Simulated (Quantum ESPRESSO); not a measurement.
## One base run on Mg6NbCu (Amm2, 8 atoms in the cell) and variants with one or two settings moved

```xyz
8
Lattice="4.8164 0.0000 0.0000 0.0000 2.9870 5.4744 0.0000 -2.9870 5.4744" Properties=species:S:1:pos:R:3 pbc="T T T"
Mg     2.4082     1.4953     4.6543
Mg     2.4082    -1.4953     4.6543
Mg     0.0000     1.4719     6.3861
Mg     0.0000    -1.4719     6.3861
Mg     0.0000     0.0000     3.4499
Mg     0.0000     0.0000     9.0563
Nb     2.4082     0.0000     7.4101
Cu     2.4082     0.0000     1.7980
```

Base run A: PBEsol, SSSP 1.1.2 efficiency (PBE) pseudopotentials (Quantum ESPRESSO), self-consistent single point.

Its settings: ecutwfc = 50 Ry; ecutrho = 400 Ry; occupations = smearing; smearing = mp; degauss = 0.0036749 Ry; input_dft = pbesol; K_POINTS = automatic 4 4 4 0 0 0; conv_thr = 1e-11 Ry.

The starting cell comes from a database of computed structures (which also holds hypothetical and non-ambient phases and stackings), without a prior relaxation at this level. Spin polarisation is off.

ΔF is the free energy per atom less that of run A. A dash stands where there is no value to compare (another energy zero or no entropy term, no result, no spin, no clean gap, or a mesh too coarse for one). Total energies depend on the potentials, the functional and any Hubbard or dispersion term, so they are compared only between runs that share all of them.

Run A gave: pressure (GPa) -1.67; largest force (eV/Å) 0.114; k-points 21.

Runs:
- B: input_dft: pbesol → wc [Wu-Cohen GGA]
- C: nbnd: default → 23
- D: ecutwfc: 50 Ry → 30 Ry; ecutrho: 400 Ry → 240 Ry
- E: degauss: 0.0036749 Ry → 0.011025 Ry
- F: conv_thr: 1e-11 Ry → 0.0073 Ry
- G: degauss: 0.0036749 Ry → 0.02205 Ry; K_POINTS: automatic 4 4 4 0 0 0 → automatic 3 3 3 0 0 0
- H: input_dft: pbesol → vdw-df-obk8 [optB88-vdW]
- I: diagonalization: default → rmm-davidson
- J: conv_thr: 1e-11 Ry → 1e-05 Ry

Question: What does run D change against A?

Answer: The free energy goes up by 141 meV/atom, the pressure goes from -1.67 to -11.12 GPa and the largest force goes from 0.114 to 0.109 eV/Å.

Question: What does run J change against A?

Answer: The free energy stays essentially unchanged (within 1 meV/atom), the pressure goes from -1.67 to -2.01 GPa and the largest force moves little (0.114 to 0.115 eV/Å).

```json
[
 {"run": "A", "ΔF (meV/atom)": "0.00", "pressure (GPa)": "-1.67", "largest force (eV/Å)": "0.114", "k-points": "21"},
 {"run": "B", "ΔF (meV/atom)": "–", "pressure (GPa)": "-1.54", "largest force (eV/Å)": "0.114", "k-points": "21"},
 {"run": "C", "ΔF (meV/atom)": "0.91", "pressure (GPa)": "-1.68", "largest force (eV/Å)": "0.122", "k-points": "21"},
 {"run": "D", "ΔF (meV/atom)": "141.2", "pressure (GPa)": "-11.12", "largest force (eV/Å)": "0.109", "k-points": "21"},
 {"run": "E", "ΔF (meV/atom)": "0.10", "pressure (GPa)": "-1.66", "largest force (eV/Å)": "0.113", "k-points": "21"},
 {"run": "F", "ΔF (meV/atom)": "3.2", "pressure (GPa)": "4.13", "largest force (eV/Å)": "0.210", "k-points": "21"},
 {"run": "G", "ΔF (meV/atom)": "3.8", "pressure (GPa)": "-1.75", "largest force (eV/Å)": "0.157", "k-points": "8"},
 {"run": "H", "ΔF (meV/atom)": "–", "pressure (GPa)": "-0.37", "largest force (eV/Å)": "0.074", "k-points": "21"},
 {"run": "I", "ΔF (meV/atom)": "0.00", "pressure (GPa)": "-1.67", "largest force (eV/Å)": "0.114", "k-points": "21"},
 {"run": "J", "ΔF (meV/atom)": "0.00", "pressure (GPa)": "-2.01", "largest force (eV/Å)": "0.115", "k-points": "21"}
]
```
